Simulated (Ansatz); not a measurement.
**BN: response to strain**

Base system: BN in the zinc blende structure (space group F-43m, No. 216; a = 3.606 Å). Axes: x, y, z lie along the cube axes.

Strains are applied to the cell and any free atomic positions relax.

Calculations: PBEsol, PAW, 420 eV (Ansatz, a program for electronic structure; no SOC).

Candidates:
(a) uniaxial strain ε_zz = −2.00 %
(b) uniaxial strain ε_zz = +1.50 %
(c) uniaxial strain ε_zz = −1.50 %
(d) uniaxial strain ε_zz = −3.00 %

For the base:

| Property | Value |
|---|---|
| Band gap | 4.30 eV |

**Question.** Order them by band gap, highest first.

**Answer.** (b) uniaxial strain ε_zz = +1.50 % (4.15 eV), (c) uniaxial strain ε_zz = −1.50 % (4.04 eV), (a) uniaxial strain ε_zz = −2.00 % (3.95 eV), (d) uniaxial strain ε_zz = −3.00 % (3.77 eV)

Gaps are Kohn–Sham eigenvalue differences; semilocal functionals usually give less than the measured gap. Whether these cells are dynamically stable was not tested.
